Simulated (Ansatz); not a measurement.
CuPt: pressure series

Base system: CuPt (space group R-3m, No. 166; a cell from a computed database, its experimental status unchecked).

```yaml
crystal:
  lattice:
    - [1.34924, 0.77898, 4.24990]
    - [-1.34924, 0.77898, 4.24990]
    - [0.00000, -1.55797, 4.24990]
  atoms:
    - { symbol: Cu, position: [0.00000, 0.00000, 0.00000] }
    - { symbol: Pt, position: [0.50000, 0.50000, 0.50000] }
```

Cell and atoms are relaxed at each pressure.

Level of theory: PBEsol (Ansatz, a first-principles code, PAW, without spin-orbit coupling).

```json
[
 {"pressure (GPa)": "-1", "volume per atom (Å³/atom)": "13.460"},
 {"pressure (GPa)": "0", "volume per atom (Å³/atom)": "13.400"},
 {"pressure (GPa)": "0.3", "volume per atom (Å³/atom)": "?"},
 {"pressure (GPa)": "0.7", "volume per atom (Å³/atom)": "13.360"},
 {"pressure (GPa)": "1.5", "volume per atom (Å³/atom)": "13.314"},
 {"pressure (GPa)": "3", "volume per atom (Å³/atom)": "13.231"},
 {"pressure (GPa)": "5", "volume per atom (Å³/atom)": "13.125"},
 {"pressure (GPa)": "7.5", "volume per atom (Å³/atom)": "13.000"},
 {"pressure (GPa)": "10", "volume per atom (Å³/atom)": "12.881"}
]
```

Q: Fit the third-order Birch–Murnaghan form P(V) = (3B₀/2)[(V₀/V)^(7/3) − (V₀/V)^(5/3)]·[1 + (3/4)(B₀′ − 4)((V₀/V)^(2/3) − 1)] (squares taken in P) to the rows shown and predict the withheld row.

A: Least squares on the printed values gives V₀ = 13.400 Å³/atom, B₀ = 228 GPa, B₀′ = 5.2; this predicts 13.383 Å³/atom, and the run gives 13.383 Å³/atom, in agreement.

Load acts through the strain it causes; cell and atoms are relaxed under it. Stability against distortions was not tested. No other phases were tried under pressure. All final runs are without spin polarisation.
